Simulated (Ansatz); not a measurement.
**LaRu2: isotropic strain +0.77 %**

Base system: LaRu₂ in the cubic Laves (MgCu2 type) structure (space group Fd-3m, No. 227; a = 7.601 Å).

One thing is altered: an isotropic linear strain of +0.77 %, atoms relaxed at fixed cell.

Level of theory: Ansatz (an electronic-structure program) PBEsol, without spin-orbit coupling. k-mesh 11×11×11 (Γ-centred); smearing 0.05 eV (Fermi–Dirac).

The volume per atom grows by 0.43 Å³ (18.29 Å³ → 18.72 Å³) and the space group stays Fd-3m (No. 227). The energy goes up by 4.8 meV/atom and the pressure goes from zero to -3.5 GPa. The band gap stays zero.

Final structure:

```
LaRu2
1.0
    0.00000     3.82956     3.82956
    3.82956     0.00000     3.82956
    3.82956     3.82956     0.00000
La Ru
2 4
Direct
  0.25000   0.25000   0.25000
  0.00000   0.00000   0.00000
  0.62500   0.62500   0.12500
  0.62500   0.12500   0.62500
  0.62500   0.62500   0.62500
  0.12500   0.62500   0.62500
```

Cost of the whole job for the changed cell (relaxation, final SCF and bands): around 50 core-seconds (rough).

No phonon test of stability was made. The final runs are not spin-polarised.
